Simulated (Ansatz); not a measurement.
Ansatz (a program for electronic structure) run on SbPb (Fm-3m, 2 atoms in the cell): self-consistent single point

Method: LDA (PW92), default PAW files made with PBE (plane waves; Ansatz).

This input was run:

Ansatz 0.2 input:
```yaml
# SbPb
crystal:
  lattice:
    - [0.00000000, 3.15176100, 3.15176100]
    - [3.15176100, 0.00000000, 3.15176100]
    - [3.15176100, 3.15176100, 0.00000000]
  atoms:
    - { symbol: Sb, position: [0.50000000, 0.50000000, 0.50000000] }
    - { symbol: Pb, position: [0.00000000, 0.00000000, 0.00000000] }
basis:
  ecutwfc: 420.0
kpoints:
  mp_grid:
    grid: [9, 9, 9]
hamiltonian:
  xc: lda
  pseudopotentials:
    kind: paw
scf:
  occupations:
    method: gaussian
    width: 0.1
output:
  forces: true
  eigenvalues: true
  stress: true
```

Output, abridged:

```
WARN ansatz: RAYON_NUM_THREADS=1 ignored (pool sized by the plan → 1); use --threads N
Pseudopotentials: kind: paw
Pseudopotential: Sb, paw, valence charge 15
Pseudopotential: Pb, paw, valence charge 14
Crystal: 2 atoms, lattice volume = 62.617 Å³
Basis set: ecut = 420 eV, 1243 PW (Γ)
Bands: 19, of which v1, the nominal top of the filled ones, is band 15 counted from 1 (14 counted from 0)
Symmetry: 48 space group operations
Space group: Fm-3m (ITA 225), of the structure as read, at distance tolerance 4.0e-5 Å
k-points: 35 of 729
PAW frozen core: Sb, regenerated for the run's functional, and the local potential with it
PAW frozen core: Pb, regenerated for the run's functional, and the local potential with it
Initial density: superposition of atomic densities (neutral atoms: chi_scale 0, normalization atom), corrected by the library's trained network
Initial wavefunctions: pseudopotential atomic-orbital guess
Eigensolver: davidson
Functional: x = slater, c = lda
SCF iter   1: F=—  HF=-17938.009584 eV  |F-HF|=—  |Δ(HF+E_count)|=         —  Δρ=5.74e-3  dr2=9.79e-3  ethr=1.77e-3  ⟨swp⟩=6.1  Hψ=3364  notcnv=0
all-band conjugate gradients solve this SCF's bands
preconditioner: auto → Kerker (q_TF=auto, 2.400 Å⁻¹)
SCF iter   2: F=—  HF=-17938.004863 eV  |F-HF|=—  |Δ(HF+E_count)|=   4.72e-3  Δρ=3.09e-3  dr2=3.01e-3  ethr=3.38e-5  ⟨swp⟩=2.3  Hψ=1139  notcnv=0
SCF iter   3: F=—  HF=-17938.003949 eV  |F-HF|=—  |Δ(HF+E_count)|=   9.14e-4  Δρ=3.87e-4  dr2=9.57e-5  ethr=1.04e-5  ⟨swp⟩=2.0  Hψ=1011  notcnv=0
SCF iter   4: F=—  HF=-17938.003942 eV  |F-HF|=—  |Δ(HF+E_count)|=   6.60e-6  Δρ=2.16e-4  dr2=1.90e-5  ethr=3.30e-7  ⟨swp⟩=2.0  Hψ=1170  notcnv=0
SCF iter   5: F=—  HF=-17938.003935 eV  |F-HF|=—  |Δ(HF+E_count)|=   7.11e-6  Δρ=4.95e-5  dr2=1.22e-6  ethr=6.57e-8  ⟨swp⟩=3.0  Hψ=1415  notcnv=0
SCF iter   6: F=-17938.003935 eV  HF=-17938.003935 eV  |F-HF|=2.86e-9  |Δ(HF+E_count)|=   1.08e-8  Δρ=9.42e-6  dr2=6.01e-8  ethr=3.45e-10  ⟨swp⟩=4.5  Hψ=3587  notcnv=0
SCF 1 converged in 6 iterations: F = -17938.003935 eV  dr2 = 6.01e-8
SCF converged after 6 iterations
Free energy (F): -17938.003935 eV
Harris-Foulkes:  -17938.003935 eV  (|F-HF|=2.86e-9)
Internal energy: -17937.995111 eV  (E = F + TS)
E sigma→0 (E₀):  -17937.999523 eV
Entropy (-TS):   -0.008824 eV (-4.412 meV/atom)
Fermi energy:    9.228737 eV
--- Per-component energies (eV) ---
  E_band       = -227.970583
  E_kinetic    = 498.146324
  E_local      = -2702.846937  (includes V_loc(G=0)·N_el)
  E_nonlocal   = 720.201676
  E_hartree    = 1160.253442
  E_xc         = -356.702678
  E_vxc        = -230.525443  (∫ρ·V_xc dr)
  E_paw        = -14530.074633  (= ΣΔE_a)
  E_vpaw       = -833.463160  (= ΣTr[D̂ρ^β])
  E_aug_tail   = 0.000042  (compensation charges beyond the density's cutoff)
  E_ewald      = -2727.453458
  E_core_change = 0.481110  (= ΣΔE_core)
  E_smearing   = -0.008824  (= −TS)
  E_closure    = 0.000000  (closes the sum)
  Σ components = -17938.003935   (vs F -17938.003935, Δ=0.00e0)
--- Forces (eV/Å), atoms counted from 1 ---
  atom   1  Sb     0.00000000    -0.00000000     0.00000000
  atom   2  Pb     0.00000000    -0.00000000    -0.00000000
  max |Σ_I F_I| component: 9.07e-29 eV/Å
--- Stress (GPa, compression-positive) ---
       -2.291914      -0.000000      -0.000000
       -0.000000      -2.291914       0.000000
        0.000000       0.000000      -2.291914
  P = ⅓ Tr σ = -2.2919 GPa (-22.919 kbar)
  The stress holds the Pulay correction. Without it, at fixed plane waves, as pw.x and ABINIT print it: P = -2.3175 GPa
--- Band table (eV; the first three rows and the last of 35) ---
  k-point 0: bands = ["-19.3530", "-19.3530", "-19.3405", "-19.3405", "-19.3405", "-7.3975", "-7.3975", "-7.3746", "-7.3746", "-7.3746", "-2.4799", "5.0695", "8.5798", "8.5798", "8.5798", "13.7758", "13.7758", "13.7758", "15.1921"]
  k-point 1: bands = ["-19.3528", "-19.3528", "-19.3404", "-19.3402", "-19.3402", "-7.4001", "-7.4001", "-7.3744", "-7.3725", "-7.3725", "-2.3470", "4.5216", "8.6172", "8.6172", "8.8836", "13.1466", "13.2329", "13.2329", "14.8921"]
  k-point 2: bands = ["-19.3524", "-19.3524", "-19.3400", "-19.3396", "-19.3396", "-7.4075", "-7.4075", "-7.3740", "-7.3663", "-7.3663", "-1.9507", "3.3387", "8.7422", "8.7422", "9.3595", "12.1051", "12.2172", "12.2172", "15.1164"]
  k-point 34: bands = ["-19.3536", "-19.3511", "-19.3395", "-19.3386", "-19.3366", "-7.4537", "-7.4043", "-7.3695", "-7.3609", "-7.3406", "0.4512", "1.1471", "5.5462", "5.6772", "9.7039", "11.3406", "14.6248", "15.5689", "16.5655"]
```

The run converged in 6 iterations.

The starting cell comes from a database of computed structures (which also holds hypothetical and non-ambient phases and stackings), without a prior relaxation at this level. Its lattice was rescaled by up to half a per cent. Spin-orbit coupling is off. Ansatz's pressure includes its estimate of the finite-basis (Pulay) stress.
